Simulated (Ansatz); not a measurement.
**Effect of uniaxial stress, 5 GPa tension along x on ZnS**

Base system: ZnS in the wurtzite structure (space group P6_3mc, No. 186; a = 3.807 Å, c = 6.246 Å). Axes: x lies along a and z along c of the hexagonal cell.

It is then changed as follows: uniaxial stress, 5 GPa tension along x, with the cell and atoms free to relax against it.

Computed with Kohn–Sham DFT with the r2SCAN functional, run in Ansatz (a quantum-chemistry and plane-wave program) with PAW and 500 eV plane waves, no spin-orbit coupling, earlier PAW set. Γ-centred 10×10×6 mesh, Fermi–Dirac width 0.05 eV.

```csv
quantity,base,changed,shift
shortest interatomic distance,2.334 Å,2.335 Å,+0.001 Å
energy relative to the base (free energy F),0 meV/atom,+18 meV/atom,+18 meV/atom
band gap,2.77 eV,2.56 eV,-0.216 eV
gap character,direct at Γ,direct at Γ,–
electron mass,"0.18 mₑ along c, 0.21 mₑ across (at Γ)","0.21 mₑ along y, 0.18 mₑ across (at Γ)",–
hole mass,–,"1.5 mₑ along x, 0.20 mₑ along y, 1.8 mₑ along z (at Γ)",–
"valence-band top at Γ (three highest levels, from the VBM)","0.00, 0.00, -0.08 eV","0.00, -0.09, -0.27 eV",–
"strain response (xx, yy, zz)",–,"(+5.88, −2.43, −1.10) %",–
```

Cost of the whole job for the changed cell (relaxation, final SCF and bands): around 10 core-minutes (rough).

Effective masses come from finite differences of ±0.01 Å⁻¹. Stability under load was not tested beyond the relaxation. Labels are those of the standard path for the cell's own space group.
